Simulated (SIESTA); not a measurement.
Checking a run of SIESTA on Rh (Fm-3m, 1 atom in the cell). The aim is a self-consistent single point with DFT, GGA PBEsol, numerical atomic orbitals DZP, PseudoDojo PBEsol standard norm-conserving potentials (rewritten from UPF to PSML).

This input was run:

```
# files in the folder: Rh.psml (PseudoDojo PBEsol standard)
SystemName  Rh
SystemLabel rh

NumberOfAtoms                1
NumberOfSpecies              1
%block ChemicalSpeciesLabel
  1 45 Rh
%endblock ChemicalSpeciesLabel
LatticeConstant              1.0 Ang
%block LatticeVectors
     0.000000000    1.887381000    1.887381000
     1.887381000    0.000000000    1.887381000
     1.887381000    1.887381000    0.000000000
%endblock LatticeVectors
AtomicCoordinatesFormat      Bohr
%block AtomicCoordinatesAndAtomicSpecies
     0.000000000    0.000000000    0.000000000  1
%endblock AtomicCoordinatesAndAtomicSpecies

XC.functional                GGA
XC.authors                   PBEsol
PAO.BasisSize                DZP
PAO.EnergyShift              0.1 Ry
MeshCutoff                   300 Ry
%block kgrid.MonkhorstPack
   10   0   0  0.0
    0  10   0  0.0
    0   0  10  0.0
%endblock kgrid.MonkhorstPack
OccupationFunction           MP
OccupationMPOrder            0
ElectronicTemperature        136.0 meV

MaxSCFIterations             150
SCF.Mixer.Method             Broyden
SCF.Mixer.Weight             0.25
SCF.Mixer.History            6
SCF.DM.Tolerance             1.0E-05
Diag.ParallelOverK           true
WriteForces                  true
```

The program printed (abridged):

```
reinit: Reading from file input.fdf

reinit: System Name: Rh
reinit: System Label: rh

coor:   Atomic-coordinates input format  =     Cartesian coordinates
coor:                                            (in Bohr units)

siesta: Atomic coordinates (Bohr) and species
   [... lines left out ...]
diag: Orthogonalization factor                      =  0.100E-05
diag: Memory factor                                 =  1.0000

superc: Internal auxiliary supercell:     5 x     5 x     5  =     125
superc: Number of atoms, orbitals, and projectors:    125   2375   2250

                        Single-point calculation

superc: Internal auxiliary supercell:     5 x     5 x     5  =     125
superc: Number of atoms, orbitals, and projectors:    125   2375   2250

outcell: Unit cell vectors (Ang):
        0.000000    1.887381    1.887381
        1.887381    0.000000    1.887381
        1.887381    1.887381    0.000000

outcell: Cell vector modules (Ang)   :    2.669160    2.669160    2.669160
outcell: Cell angles (23,13,12) (deg):     60.0000     60.0000     60.0000
outcell: Cell volume (Ang**3)        :     13.4465
new_DM -- step:     1
Initializing Density Matrix...

Attempting to read DM from file... Failed...
DM filled with atomic data:

InitMesh: MESH = 24 x 24 x 24 = 13824
InitMesh: Mesh cutoff (required, used) =   300.000   335.171 Ry

stepf: Methfessel-Paxton step function
       Using Hermite-Gauss polynomials of order  0
        iscf     Eharris(eV)        E_KS(eV)     FreeEng(eV)     dDmax    Ef(eV) dHmax(eV)
   scf:    1    -3138.300655    -3161.937208    -3161.947935  1.226782 10.840084 26.261684
   scf:    2    -3185.369573    -3174.710622    -3174.718992  0.571638  7.272602 13.408670
   scf:    3    -3180.794101    -3179.284548    -3179.299774  0.473342  3.254549  1.073050
   scf:    4    -3179.352500    -3179.337011    -3179.351443  0.045619  3.629329  0.372655
   scf:    5    -3179.334776    -3179.336053    -3179.350831  0.008865  3.587879  0.337731
   [... 6 lines left out ...]
   scf:   12    -3179.338498    -3179.338496    -3179.353575  0.000022  3.483982  0.000837
   scf:   13    -3179.338499    -3179.338497    -3179.353575  0.000015  3.483878  0.000606
   scf:   14    -3179.338499    -3179.338498    -3179.353575  0.000011  3.483805  0.000434
   scf:   15    -3179.338500    -3179.338499    -3179.353575  0.000008  3.483759  0.000312
SCF Convergence by DM+H criterion
max |DM_out - DM_in|         :     0.0000079793
max |H_out - H_in|      (eV) :     0.0003119055
SCF cycle converged after 15 iterations

Using DM_out to compute the final energy and forces

siesta: E_KS(eV) =            -3179.3385

siesta: E_KS - E_eggbox =     -3179.3385

siesta: Atomic forces (eV/Ang):
     1   -0.000000   -0.000000   -0.000000
   Tot   -0.000000   -0.000000   -0.000000
   Max    0.000000
   Res    0.000000    sqrt( Sum f_i^2 / 3N )
   Max    0.000000    constrained

Stress tensor Voigt[x,y,z,yz,xz,xy] (kbar):      832.98      832.98      832.98       -0.22       -0.22       -0.22
(Free)E + p*V (eV/cell)    -3186.3445
Target enthalpy (eV/cell)    -3179.3536

siesta: Program's energy decomposition (eV):
   [... lines left out ...]
siesta: FreeEng =     -3179.353575
   [... lines left out ...]
siesta:    -0.000137    0.519907   -0.000137
siesta:    -0.000137   -0.000137    0.519907

siesta: Cell volume =         13.446484 Ang**3

siesta: Pressure (static):
siesta:                Solid            Molecule  Units
siesta:          -0.00566251         -0.00566251  Ry/Bohr**3
siesta:          -0.51990733         -0.51990733  eV/Ang**3
siesta:        -832.98337752       -832.98337752  kBar
```

Problem. Is this run sound? If not, what is wrong?

Solution. The run is not sound. The fault is an energy shift that confines the orbitals too tightly. A large shift gives short orbitals and a poorer basis. To fix it, use a small shift. The run converged in 15 iterations without an error; against the sound input the free energy rises by 9.33 eV/atom and the pressure goes from 0.71 to -83.30 GPa.

The sound input it was made from differs as follows (other fixes are possible):
```diff
-PAO.EnergyShift              0.1 Ry
+PAO.EnergyShift              0.01 Ry
```

With that input, the run converged in 13 iterations: free energy E − TS -3188.6824 eV; Fermi level (on the code's own zero) -3.17 eV; pressure 0.71 GPa (DFT, GGA PBEsol, numerical atomic orbitals DZP, PseudoDojo PBEsol standard norm-conserving potentials (rewritten from UPF to PSML)).

On the sound input: the starting cell comes from a database of computed structures (which also holds hypothetical and non-ambient phases and stackings), without a prior relaxation at this level. Its lattice was rescaled by a random factor within 2.5 % of one. Spin polarisation is off. Values carry the incompleteness of an atom-centred basis.
